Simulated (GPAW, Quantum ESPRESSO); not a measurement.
A GPAW input for a self-consistent single point of CuAgO₂ (Pmmm, 4 atoms in the cell) (DFT LDA (Perdew-Wang 92), plane waves, GPAW PAW datasets LDA (gpaw-data 1.0.1)):

```python
from ase import Atoms
from ase.units import GPa
from gpaw import GPAW, PW, FermiDirac

atoms = Atoms(['Cu', 'Ag', 'O', 'O'],
              cell=[[2.833620, 0.000000, 0.000000],
                    [0.000000, 3.374349, 0.000000],
                    [0.000000, 0.000000, 5.437145]],
              scaled_positions=[[0.500000, 0.500000, 0.500000],
                                [0.000000, 0.000000, 0.000000],
                                [0.000000, 0.500000, 0.270850],
                                [0.000000, 0.500000, 0.729150]],
              pbc=True)

calc = GPAW(mode=PW(900),
            xc='LDA',
            kpts={'size': (10, 9, 6), 'gamma': True},
            occupations=FermiDirac(0.1),
            nbands=-10,
            symmetry={'symmorphic': False, 'tolerance': 0.0005},
            maxiter=150,
            txt='-')

atoms.calc = calc

energy = atoms.get_potential_energy()
print('Energy (eV):', round(energy, 6))
forces = atoms.get_forces()
print('Forces (eV/Ang):')
print(forces.round(5))
stress = atoms.get_stress()
print('Stress (GPa, Voigt):', (stress / GPa).round(4))
```

Give the Quantum ESPRESSO input for the same structure, mesh, smearing and functional.

One input that does it (others would too):

```fortran
&control
 calculation = 'scf'
 prefix = 'cuago2'
 outdir = './work'
 pseudo_dir = './'
 tprnfor = .true.
 tstress = .true.
/
&system
 ibrav = 8
 A = 2.8336200000
 B = 3.3743490000
 C = 5.4371450000
 nat = 4
 ntyp = 3
 ecutwfc = 55
 ecutrho = 385
 occupations = 'smearing'
 smearing = 'fermi-dirac'
 degauss = 0.0073499
/
&electrons
 conv_thr = 1.0d-10
 mixing_beta = 0.3
/
ATOMIC_SPECIES
Cu    63.5460  Cu.pz-dn-kjpaw_psl.1.0.0.UPF
Ag   107.8682  Ag.pz-n-kjpaw_psl.1.0.0.UPF
O     15.9990  O.pz-n-kjpaw_psl.1.0.0.UPF
ATOMIC_POSITIONS crystal
Cu    0.5000000000    0.5000000000    0.5000000000
Ag    0.0000000000    0.0000000000    0.0000000000
O     0.0000000000    0.5000000000    0.2708500000
O     0.0000000000    0.5000000000    0.7291500000
K_POINTS automatic
10 9 6  0 0 0
```

Basis, cutoffs, solver keys and any potentials are the target program's own. This input uses DFT, LDA (PZ), plane waves, PSlibrary PAW (LDA) pseudopotentials. LDA parametrisations can differ slightly between programs.

The starting cell comes from a database of computed structures (which also holds hypothetical and non-ambient phases and stackings), without a prior relaxation at this level. Its lattice was rescaled by a random factor within 2.5 % of one.
